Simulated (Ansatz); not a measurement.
**Pressure series in InP**

Consider InP in the zinc blende structure (space group F-43m, No. 216; a = 5.8269 Å).

Cell and atoms are relaxed at each pressure.

Calculations: LDA, PAW, 420 eV (Ansatz, a first-principles code; no SOC).

Base values:

| Quantity | Result |
|---|---|
| Band gap | 0.58 eV |

Q: The aim is a band gap between 0.71 eV and 0.75 eV. Which of these changes reaches it?
A) pressure 2.1 GPa
B) pressure −2 GPa
C) pressure −1 GPa
D) pressure 15 GPa
E) pressure 9 GPa

A: A, pressure 2.1 GPa. It gives 0.73 eV; pressure −2 GPa gives 0.41 eV; pressure 15 GPa gives 1.28 eV; pressure 9 GPa gives 1.11 eV; pressure −1 GPa gives 0.50 eV. Changes not listed may reach it too

Load acts through the strain it causes; cell and atoms are relaxed under it. Stability against distortions was not tested. Measured, InP leaves this structure (for rock salt) near 9.8 GPa (temperature not stated; as listed in Datta, Sujoy, Jana, Debnarayan, arXiv (2020)).
